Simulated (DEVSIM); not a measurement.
Structure: Si p-i-n diode, at 350 K.

```csv
layer (left to right),material,thickness (μm),Nd (cm⁻³),Na (cm⁻³),τn (s),τp (s)
1,Si,0.490,-,1.1e19,1.6e-5,1.6e-5
2,Si,6.80,9.7e11,-,1.6e-5,1.6e-5
3,Si,0.250,2.3e17,-,1.6e-5,1.6e-5
```

Left contact: ohmic. Right contact: ohmic. Voltage is applied to the left contact. Recombination: SRH at mid-gap, Auger. Gap narrowing is on: ΔEg = 6.92 meV × (l + √(l² + 0.5)), l = ln(N/1.3e17 cm⁻³), shared equally by both band edges. Mobility is μmin + (μ − μmin)/(1 + (N/Nref)^α).

The device is made up for the run: typed textbook-type constants, with dimensions and the other settings drawn at random. Values at 300 K; Nc and Nv go as T^1.5, mobilities as T to minus their exponent, the gap by Varshni's rule with the affinity fixed.

| parameter | Si |
|---|---|
| gap (eV) | 1.124 |
| affinity (eV) | 4.05 |
| permittivity | 11.7 |
| Nc (cm⁻³) | 2.86e19 |
| Nv (cm⁻³) | 3.1e19 |
| μn (cm²/Vs) | 1417 |
| μp (cm²/Vs) | 470 |
| μn,min | 52 |
| μp,min | 45 |
| Nref,n | 9.7e16 |
| Nref,p | 2.2e17 |
| αn | 0.68 |
| αp | 0.72 |
| T exponent of μn | 2.3 |
| T exponent of μp | 2.2 |
| Cn (cm⁶/s) | 2.8e-31 |
| Cp (cm⁶/s) | 9.9e-32 |
| Varshni α (eV/K) | 0.000473 |
| Varshni β (K) | 636 |

DEVSIM, 1D drift-diffusion, Boltzmann statistics, complete ionisation; no tunnelling, impact ionisation, image-force lowering or self-heating.

The doping Nd of layer 3 was swept, all else fixed.

```tsv
doping Nd of layer 3 (cm^-3)	dark forward voltage at 100 A/cm² (V)	dark forward voltage at 1 A/cm² (V)	potential step across the device at zero bias (V)
6.9e15	0.667	0.437	0.783
2.3e16	0.673	0.464	0.819
6.9e16	0.683	0.493	0.852
2.3e17	0.697	0.525	0.884
6.9e17	0.712	0.551	0.910
2.3e18	0.729	0.578	0.938
6.9e18	0.743	0.597	0.964
```

From the first row to the last the dark forward voltage at 100 A/cm² goes from 0.667 to 0.743. From the first row to the last the dark forward voltage at 1 A/cm² goes from 0.437 to 0.597.
